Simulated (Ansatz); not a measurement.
## CoSi: tensor shear ε_yz = −2.32 %

Base system: CoSi (space group P2_13, No. 198; a = 4.3827 Å; non-magnetic). Axes: x, y, z lie along the cube axes.

One thing is altered: tensor shear ε_yz = −2.32 % (engineering shear γ = -0.0464), atoms relaxed at fixed cell.

Method: r2SCAN, PAW, 500 eV (Ansatz, a first-principles code; no spin-orbit coupling), earlier PAW set. Settings: 11×11×11 k-points, 0.05 eV Fermi–Dirac smearing.

| quantity | base | changed | shift |
|---|---|---|---|
| volume per atom | 10.52 Å³ | 10.52 Å³ | -0.006 Å³ |
| space group | P2_13 (No. 198) | P2_1 (No. 4) | – |
| shortest interatomic distance | 2.292 Å | 2.265 Å | -0.027 Å |
| energy relative to the base (free energy F) | 0 meV/atom | +9.6 meV/atom | +9.6 meV/atom |
| pressure (mean of the normal stresses, compression positive) | 0.0 GPa | 0.4 GPa | +0.4 GPa |
| band gap | zero | zero | – |
| largest internal atomic displacement | – | 0.012 Å | – |
| stress (xx, yy, zz, yz, xz, xy; compression positive) (rough) | – | (0.1, 0.4, 0.6, 6.2, 0.0, 0.0) GPa | – |

Without a gap, meshes like the base's 11×11×11 leave anisotropic stresses uncertain by several tenths of a GPa, and small strain energies with them. The cells carry an imposed strain or load. Whether these cells are dynamically stable was not tested. Seeded moments were not kept for the base. All final runs are without spin polarisation. A zero or small gap of CoSi can be the functional's error rather than a property of the material.
